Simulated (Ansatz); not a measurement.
Take ZnSe in the zinc blende structure (space group F-43m, No. 216) as the base.

```
CELL_PARAMETERS angstrom
      0.00000     2.83304     2.83304
      2.83304     0.00000     2.83304
      2.83304     2.83304     0.00000
ATOMIC_POSITIONS crystal
  Se 0.75000 0.75000 0.75000
  Zn 0.00000 0.00000 0.00000
```

Cartesian axes are those of the cell as printed.

Level of theory: r2SCAN (Ansatz, an electronic-structure program; PAW; 500 eV plane waves; no SOC), earlier PAW set.

It is then changed as follows: a pure shear with ε_xy = ε_yx = -0.0247; the atoms relax in the strained cell.

Problem. Predict the stress tensor and what it implies for the stiffness.

Solution. Stress of the strained cell less that of the base (GPa, compression positive):
```
   0.06    2.05    0.00
   2.05    0.06    0.00
   0.00    0.00   -0.02
```

Then −Δσ/γ with γ = 2ε = -0.0494 gives secant stiffness values (nonlinear terms included at this strain): C66 ≈ 42 GPa.

As a check, the harmonic strain energy −½ V₀ Δσ:ε is 7.2 meV/atom; the computed energy rise is 7.2 meV/atom.

Whether these cells are dynamically stable was not tested.
